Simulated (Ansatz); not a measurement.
TiB$_{2}$ (P6/mmm), PBEsol, DFPT electron-phonon coupling, linearised Boltzmann equation run with Ansatz (a quantum-chemistry and plane-wave program): phonon-limited resistivity 7.42 μΩ·cm at 300 K along z (a = (3.02, 0.00, 0.00) Å; b = (-1.51, 2.61, 0.00) Å; c = (0.00, 0.00, 3.19) Å), 11.9 μΩ·cm at 400 K.

Question: What temperature coefficient of resistance follows, and how does it compare with 1/T?

Answer: (ρ₄₀₀ − ρ₃₀₀)/(100 K × ρ₃₀₀) = 6.04×10⁻³ K⁻¹, against 1/T = 3.33×10⁻³ K⁻¹ for a resistivity proportional to T. It lies higher because phonons are still being populated at 300 K; impurities would add a constant and lower it.

Question: What is the classical skin depth at 100 GHz (nonmagnetic, μ₀ = 1.257×10⁻⁶ H/m)?

Answer: δ = √(ρ/(π f μ₀)) = 434 nm.

Question: Estimate the electronic thermal conductivity at 300 K by the Wiedemann-Franz law (L₀ = 2.44×10⁻⁸ W·Ω/K²).

Answer: L₀T/ρ = 2.44×10⁻⁸ × 300/(7.42×10⁻⁸) = 98.7 W/(m·K). Inelastic scattering puts the true Lorenz number somewhat under L₀ near and below the Debye temperature.

A metal at this level (no band gap). Only scattering by harmonic phonons is included (no impurities, grain boundaries, electron-electron scattering or thermal expansion). Spin-orbit coupling is left out. Halving the electron mesh (32x32x28) moves the resistivity by up to 9 % at 300 K. Smearing 0.20 eV; phonons on a 5x5x4 q mesh, which this run doesn't test.
